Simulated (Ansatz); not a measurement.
## BeS (model structure, started from the NiAs type, P6₃/mmc, No. 194, 4 atoms in the cell)

Calculation: PBE-D3(BJ) in Ansatz (PAW).

Settings: plane-wave cutoff 520 eV, 12×12×8 k mesh (along the axes of the cell as run), Fermi–Dirac smearing 0.01 eV, scalar-relativistic PAW data made under PBE.

Cell (relaxed at this level):

```yaml
crystal:
  lattice:
    - [3.25481, 0.00000, 0.00000]
    - [-1.62741, 2.81875, 0.00000]
    - [0.00000, 0.00000, 5.17222]
  atoms:
    - { symbol: Be, position: [0.00000, 0.00000, 0.00000] }
    - { symbol: Be, position: [0.00000, 0.00000, 0.50000] }
    - { symbol: S, position: [0.33333, 0.66667, 0.25000] }
    - { symbol: S, position: [0.66667, 0.33333, 0.75000] }
```

```json
{
 "band_gap": "1.41 eV (on the SCF k mesh)"
}
```

Note: the relaxation could raise the start's symmetry but not lower it, so the cell can be a saddle point.

Static lattice: no zero-point or thermal effects.

The result took around 18 core-seconds (rough).

A model structure was made by putting elements into a prototype or built by hand; it is no filed structure, need not be a known phase, and can be a saddle point held by its symmetry.

Ansatz is a first-principles code.
